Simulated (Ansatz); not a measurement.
Base system: CuAu (space group P4/mmm, No. 123; a = 2.813 Å, c = 3.593 Å; relaxed with 0.1 eV smearing).

Structures relaxed with PBEsol (Ansatz, an electronic-structure program, PAW, scalar-relativistic without spin-orbit coupling).

Base:

Simulated powder pattern, Cu Kα, λ = 1.54184 Å (kinematic, ideal powder, no thermal factors, no anomalous dispersion; the 10 strongest lines at most, above 2 %, up to 2θ = 90°):

```
2θ (°)  I/Imax (%)    hkl
------  ----------  -----
24.78           21  (001)
31.81           22  (100)
40.74          100  (101)
45.61           36  (110)
50.82           13  (002)
52.59           12  (111)
66.48           12  (200)
70.66           19  (112)
80.98           27  (211)
88.24           11  (202)
```

It is then changed as follows: an isotropic linear strain of −2.50 %; the atoms relax in the strained cell.

Predict the new powder pattern.


Simulated powder pattern, Cu Kα, λ = 1.54184 Å (kinematic, ideal powder, no thermal factors, no anomalous dispersion; the 10 strongest lines at most, above 2 %, up to 2θ = 90°):

```csv
2θ (°),I/Imax (%),hkl
25.43,21,(001)
32.65,23,(100)
41.83,100,(101)
46.85,36,(110)
52.22,13,(002)
54.05,12,(111)
62.96,7.6,(102)
68.42,12,(200)
72.75,19,(112)
83.51,27,(211)
```

The indices refer to the base's conventional cell; one index is shown for lines that coincide.

No phonon test of stability was made. All final runs are without spin polarisation.
